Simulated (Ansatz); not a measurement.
Start from SnTe in the rock salt structure (space group Fm-3m, No. 225; a = 6.370 Å).

Level of theory: r2SCAN (Ansatz, an electronic-structure program; PAW; 500 eV plane waves; no spin-orbit coupling).

Base values:

| Item | Result |
|---|---|
| Lattice parameter a | 637.0 pm |

Modification: cell and atoms relaxed at a pressure of 4.5 GPa.

Q: How does this affect the lattice parameter a?

A: The lattice parameter a decreases by 17.8 pm to 619.2 pm.

Load acts through the strain it causes; cell and atoms are relaxed under it. Stability against distortions was not tested.
